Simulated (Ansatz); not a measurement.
An Ansatz (an electronic-structure program) input (Ansatz PBEsol, no spin-orbit coupling):

Ansatz 0.2 input:
```yaml
crystal:
  lattice:
    - [0, 2.2110790137, 2.2110790137]
    - [2.250920303, -0.0398412894, 2.250920303]
    - [2.250920303, 2.250920303, -0.0398412894]
  atoms:
    - { symbol: N, position: [0, 0, 0] }
    - { symbol: Hf, position: [0.5, 0.5, 0.5] }
basis: { ecutwfc: 420, ecutrho_ratio: 4, xc_grid: 2, fft_grid_basis: typed }
kpoints: { mp_grid: { grid: [22, 22, 22] } }
hamiltonian:
  xc: pbesol
  dispersion: none
  pseudopotentials: { kind: paw }
scf: { occupations: { method: fermi_dirac, width: 0.1 }, convergence: { dr2_threshold: 0.0000000002 } }
relax: { f_tol: 0.005, max_steps: 50 }
output: { forces: true, stress: true }
checkpoint: { write: state.ck, write_every: 1000 }
```

Question: Which symmetry and how many k-points will the program report, and about how many plane waves at Γ?

Answer: Space group Immm (ITA 71) with 8 operations, k-points 1530 of 10648, and 443 plane waves at Γ.

The cells carry an imposed strain or load. Stability against distortions was not tested. All final runs are without spin polarisation. The cell was made from HfN in the rock salt structure (space group Fm-3m, No. 225) by this change: tensor shear ε_yz = −1.77 %.
